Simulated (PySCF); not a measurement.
PySCF 2.14.0, BP86/def2-svp, df: Y(F)(OMe)2 (C[O][Y]([F])[O]C), 12 atoms. The geometry is a generated start, not checked to be a minimum at this level.

| Item | Value |
|---|---|
| task | energy |
| method | bp86 |
| basis | def2-svp |
| two-electron scheme | density fitting |
| mol.max_memory | 3000 MB |
| mf.max_cycle | 100 |
| mf.conv_tol | 1e-09 (default) |
| mf.grids.level | 3 (default) |
| effective core potentials | those of the basis set, past Kr |
| basis functions | 131 |
| grid points | 151384 |

```xyz
12

Y      0.9015     1.2033     0.9255
F     -0.7306     0.9254     1.9131
O      0.2931     1.3263    -0.8905
C     -1.0785     1.0982    -1.1144
H     -1.6778     1.9828    -0.8401
H     -1.2103     0.9036    -2.1868
H     -1.4471     0.2163    -0.5517
O      1.7441    -0.5194     1.0324
C      0.9492    -1.5621     0.5244
H      0.8462    -1.4864    -0.5746
H      1.4615    -2.5051     0.7604
H     -0.0512    -1.5828     1.0024
```

Charge 0 and multiplicity 1 are set for this test and not shown to be the ground state.

With the defaults (mf.DIIS = CDIIS, mf.diis = true, mf.diis_space = 8, mf.damp = 0, mf.diis_start_cycle = 1, mf.diis_damp = 0, newton = off, mf.init_guess = minao) it converges in 15 Fock builds. One run each on 2 threads, 1 BLAS thread, with these changes:
- mf.diis = false
- mf.damp = 0.7, mf.diis_start_cycle = 8
- mf.diis_damp = 0.3
- mf.init_guess = 1e
- newton = Hessian by the SCF's own integrals
- mf.diis_space = 5
- mf.damp = 0.3, mf.diis_start_cycle = 4
- mf.DIIS = EDIIS
- mf.DIIS = ADIIS

Q: Which runs fail or end elsewhere than the default run?

A: No convergence: mf.DIIS = EDIIS; mf.diis = false (the run ends without SCF convergence in 100 cycles). The rest reach the solution of the defaults.

```
setting                                      Fock builds             end
-------------------------------------------  -----------  --------------
mf.diis_damp = 0.3                                    14   same solution
the defaults                                          15   same solution
mf.damp = 0.7, mf.diis_start_cycle = 8                16   same solution
mf.diis_space = 5                                     18   same solution
mf.damp = 0.3, mf.diis_start_cycle = 4                18   same solution
mf.init_guess = 1e                                    19   same solution
mf.DIIS = ADIIS                                       28   same solution
newton = Hessian by the SCF's own integrals           44   same solution
mf.DIIS = EDIIS                                      101  no convergence
mf.diis = false                                      101  no convergence
```

Under newton the count holds the products with the orbital Hessian.
